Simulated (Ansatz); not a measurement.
The parent structure is GaSb in the zinc blende structure (space group F-43m, No. 216; a = 6.134 Å). Axes: x, y, z lie along the cube axes.

Computed with r2SCAN (Ansatz, a program for electronic structure; PAW; 500 eV plane waves; spin-orbit coupling left out), earlier PAW set.

Base values:

```
Item       Result
--------  -------
Band gap  0.41 eV
```

Modification: uniaxial stress, 2 GPa compression along x; all other stress components relax to zero.

What happens to the secant Young's modulus along x, energy relative to the base and band gap?

The secant Young's modulus along x amounts to 61 GPa; the energy increases by 6.0 meV/atom; the band gap falls by 0.086 eV (0.41 eV → 0.33 eV).

Spin-orbit coupling, missing from the scalar runs, can matter with Sb. Load acts through the strain it causes; cell and atoms are relaxed under it. Stability under load was not tested beyond the relaxation.
